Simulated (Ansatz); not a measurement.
Consider the following.

```
GaP
1.0
    3.95102     0.00000     0.00000
    1.97551     3.42169     0.00000
    1.97551    -1.14056     3.11596
Ga P
1 1
Direct
  0.00287   0.99857   0.99570
  0.49713   0.25143   0.75430
```

No spin polarisation.

Computed with r2SCAN in Ansatz (plane waves to 500 eV, PAW, no spin-orbit coupling). Settings: 10×10×10 k-points, 0.05 eV Fermi–Dirac smearing.

### Question
Estimate the space group.

### Answer
R3m (No. 160).

### Question
What electron mass does the calculation give?

### Answer
1.7 mₑ along k, 0.13 mₑ across (at L).

### Question
Predict the mean in-plane stress (compression positive).

### Answer
-4.7 GPa.

### Question
What smallest direct gap does the calculation give?

### Answer
1.81 eV.

The cells carry an imposed strain or load. Masses are band curvatures over ±0.01 Å⁻¹ around the edge. Along k means along the line from Γ to the band edge. Stability against distortions was not tested. The cell was made from GaP in the zinc blende structure (space group F-43m, No. 216) by this change: biaxial strain +2.50 %, plane normal [111], relaxed out of plane.

Ansatz is a quantum-chemistry and plane-wave program.
